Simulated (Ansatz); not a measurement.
The starting structures come from a database of crystals and need not be the phases stable at ambient conditions.

 Where the default PAW files enter, the runs use the earlier of Ansatz's two default sets.

Consider the following.

```
CELL_PARAMETERS angstrom
      4.00239     0.00000     0.00000
     -2.00120     3.46617     0.00000
      0.00000     0.00000     6.57780
ATOMIC_POSITIONS crystal
  Al 0.33333 0.66667 0.00068
  Al 0.66667 0.33333 0.50068
  As 0.33333 0.66667 0.37532
  As 0.66667 0.33333 0.87532
```

Space group of this cell: P6_3mc, wurtzite. The cell is taken as given.

All values below come from PBEsol (plane waves, PAW; Ansatz, a first-principles code).

The current runs along the normal of the first two printed vectors; no spin-orbit coupling. Scaled by the factor s: both lengths across the current (ions clamped). Meshes 12×12×6 and 12×12 across the current in all rows.

```csv
s,mean pressure (GPa),slowest mid-gap decay constant κ (1/Å)
0.98,3.3,?
1.00,0.1,0.108
1.02,-2.5,0.098
```

Problem. Take the slope of the slowest mid-gap decay constant κ against ln s from the two given rows, extrapolate to s = 0.98, and say what the run there gives.

Solution. Slope = (0.098 − 0.108) / ln 1.02 = -0.505 1/Å. The line gives 0.108 + (-0.505) × ln 0.98 = 0.118 1/Å. The run gives 0.115 1/Å, 0.003 1/Å under the line, 31 % of the predicted step.
